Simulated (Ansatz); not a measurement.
A user runs Ansatz (a quantum-chemistry and plane-wave program) on CuI (Pm-3m, 2 atoms in the cell) and asks whether the run is sound. The aim is a self-consistent single point with DFT, PBEsol, plane waves, default PAW files made with PBE.

Cell that was meant: a = 3.3802 Å, b = 3.3802 Å, c = 3.3802 Å, α = 90.00°, β = 90.00°, γ = 90.00°.

Part of the input:

Ansatz 0.2 input:
```yaml
  atoms:
    - { symbol: Cu, position: [0.000000, 0.000000, 0.000000] }
    - { symbol: I, position: [0.500000, 0.500000, 0.500000] }
basis:
  ecutwfc: 145.0
kpoints:
  mp_grid:
    grid: [7, 7, 7]
[...]
scf:
  occupations:
    method: fermi_dirac
    width: 0.136
output:
  forces: true
  eigenvalues: true
```

Log, with long lists cut:

```
   [... lines left out ...]
PAW frozen core: I, regenerated for the run's functional, and the local potential with it
Initial density: superposition of atomic densities (neutral atoms: chi_scale 0, normalization atom), corrected by the library's trained network
Initial wavefunctions: pseudopotential atomic-orbital guess
Eigensolver: davidson
Functional: x = pbesol(κ = 0.804, μ = 0.12345679012345678), c = pbesol(β = 0.046)
SCF iter   1: F=—  HF=-13867.137227 eV  |F-HF|=—  |Δ(HF+E_count)|=         —  Δρ=6.67e-1  dr2=8.34e1  ethr=1.77e-3  ⟨swp⟩=4.5  Hψ=1740  notcnv=0
all-band conjugate gradients solve this SCF's bands
preconditioner: auto → LDOS
SCF iter   2: F=—  HF=-13844.403671 eV  |F-HF|=—  |Δ(HF+E_count)|=    2.27e1  Δρ=4.28e-1  dr2=4.62e1  ethr=1.77e-3  ⟨swp⟩=3.6  Hψ=1322  notcnv=0
   [... lines left out ...]
SCF iter   8: F=—  HF=-13819.431402 eV  |F-HF|=—  |Δ(HF+E_count)|=   1.90e-3  Δρ=3.24e-5  dr2=5.70e-7  ethr=8.56e-9  ⟨swp⟩=2.0  Hψ=804  notcnv=0
SCF iter   9: F=-13819.431402 eV  HF=-13819.431402 eV  |F-HF|=2.96e-8  |Δ(HF+E_count)|=   3.91e-8  Δρ=1.09e-5  dr2=3.81e-8  ethr=2.78e-10  ⟨swp⟩=2.1  Hψ=1395  notcnv=0
the search or the solves at the SCF's close seem to have found levels that the self-consistency loop had missed (the run counts 1) …
SCF 1 converged in 9 iterations: F = -13819.431402 eV  dr2 = 3.81e-8
Free energy (F): -13819.431402 eV
Internal energy: -13819.401145 eV  (E = F + TS)
E sigma→0 (E₀):  -13819.416274 eV
Entropy (-TS):   -0.030256 eV (-15.128 meV/atom)
Fermi energy:    12.945348 eV
--- Forces (eV/Å), atoms counted from 1 ---
  atom   1  Cu    -0.00000000     0.00000000    -0.00000000
  atom   2  I      0.00000000    -0.00000000    -0.00000000
--- Stress (GPa, compression-positive) ---
      -22.664576      -0.000000      -0.000000
        0.000000     -22.664576       0.000000
        0.000000       0.000000     -22.664576
  P = ⅓ Tr σ = -22.6646 GPa (-226.646 kbar)
  The stress holds the Pulay correction. Without it, at fixed plane waves, as pw.x and ABINIT print it: P = -3119.8342 GPa
```

Q: Is anything amiss in this input, and did it matter?

A: The run is not sound. The fault is a basis or grid far too coarse for these potentials. Far below the cutoff that the potentials were made for, the basis cannot represent the orbitals near the nuclei, and energies, forces and above all the stress go wrong. To fix it, restore the cutoff that the potentials need and check convergence. The run converged in 9 iterations without an error; against the sound input the free energy rises by 100 eV/atom and the pressure goes from 8.45 to -22.66 GPa. At a fixed set of plane waves, without the program's Pulay estimate, the pressure is -3119.83 GPa against 8.39 GPa.

An input that runs soundly differs in these lines (not the only fix; some lines may just follow from the change or write a value another way):
```diff
-basis:
-  ecutwfc: 145.0
-    width: 0.136
+    width: 0.01 Ry
```

With that input, the run converged in 8 iterations: free energy E − TS (on the zero of these files) -14019.7863 eV; Fermi level (on the code's own zero) 14.08 eV; pressure 8.45 GPa (DFT, PBEsol, plane waves, default PAW files made with PBE).

On the sound input: the starting cell was generated: these elements placed on a structure prototype, without a prior relaxation; it need not be a known phase or ordering of this composition. Spin-orbit coupling is off. Spin polarisation is off. With a pressure of about 8 GPa the cell is away from its equilibrium volume at this level. Ansatz's pressure includes its estimate of the finite-basis (Pulay) stress. The run gives no clean gap (levels at the Fermi energy touch, overlap or are partly filled at this smearing), which alone does not show that the compound is a metal.
